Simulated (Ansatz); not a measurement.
Consider CdSe in the wurtzite structure (space group P6_3mc, No. 186; a = 4.383 Å, c = 7.154 Å). Axes: x lies along a and z along c of the hexagonal cell.

Level of theory: PBE in Ansatz (plane waves to 420 eV, PAW, no SOC).

Before the change:

The band gap comes out as 0.54 eV.

Perturbation: biaxial strain +1.14 %, plane normal [001], relaxed out of plane (Cartesian); in-plane vectors clamped, the third vector and the atoms free.

Estimate the effect on the band gap.

The band gap decreases by 0.03 eV to 0.51 eV.

What does the calculation give for the electron mass after the change?

The electron mass amounts to 0.052 mₑ out of plane, 0.057 mₑ in plane (at Γ).

What does the calculation give for the ratio −ε⊥/ε∥ after the change?

The ratio −ε⊥/ε∥ is 0.82.

Effective masses come from finite differences of ±0.01 Å⁻¹. Whether these cells are dynamically stable was not tested.

Ansatz is an electronic-structure program.
